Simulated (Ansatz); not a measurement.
# C on the N site (C_N) (rock-salt ZrN host)

Method: PBE, PAW (plane waves to 420 eV; Ansatz, an electronic-structure program). Details: 64-site cell; 4×4×4 shifted k-points; start: the N site; energies good to tenths of an eV; the relaxation kept the symmetry of the starting site.

Neighbours after relaxation, in Å: of the C atom: Zr 2.28, Zr 2.28, Zr 2.28, Zr 2.28, Zr 2.28, Zr 2.28.

Formation energies E_f are those of the neutral cell. Chemical conditions: Zr-rich (Δμ(N) = -3.46 eV, Δμ(C) = -1.72 eV, bounded by ZrC (Fm-3m); only phases computed here count, gases as isolated molecules at 0 K). Reference phases: C: graphite, N: N2 molecule in a box.

```tsv
charge	moment (μB)	point group	largest move off a lattice site (Å)	E_f, Zr-rich (eV)
0	not spin-polarised	Oh	0.02	-0.29
```

Point groups are those of the whole cell at tolerances of 0.03 and 0.1 Å ("near" where only the looser one holds); none is given for unsettled states.

All states together cost about 2.3 core-minutes (a rough figure).
